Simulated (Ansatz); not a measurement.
System: LiH (model structure, started from the NiAs type, P6₃/mmc, No. 194, 4 atoms in the cell). Method: LDA in Ansatz (plane waves, PAW).

Settings: plane-wave cutoff 520 eV, 18×18×8 k mesh (along the axes of the cell as run), Fermi–Dirac smearing 0.01 eV, scalar-relativistic PAW data made under PBE.

The cell is the one relaxed with PBEsol. Conventional cell: a = 2.7600 Å, b = 2.7600 Å, c = 4.8593 Å, α = 90.00°, β = 90.00°, γ = 120.00°.

```xyz
4
Lattice="2.7600 0.0000 0.0000 -1.3800 2.3902 0.0000 0.0000 0.0000 4.8593" Properties=species:S:1:pos:R:3 pbc="T T T"
Li     0.0000     0.0000     0.0000
Li     0.0000     0.0000     2.4297
H      0.0000     1.5935     1.2148
H      1.3800     0.7967     3.6445
```

List the 4 lowest band energies at Γ above −25 eV (eV, relative to the valence band maximum), grouping those that round alike.

At Γ: -5.45, -3.20, 4.29, 14.58.

Note: the relaxation could raise the start's symmetry but not lower it, so the cell can be a saddle point; cell and atoms aren't relaxed at this level (pressure -1.9 GPa).

A model structure was made by putting elements into a prototype or built by hand; it is no filed structure, need not be a known phase, and can be a saddle point held by its symmetry.

Ansatz is a first-principles code.
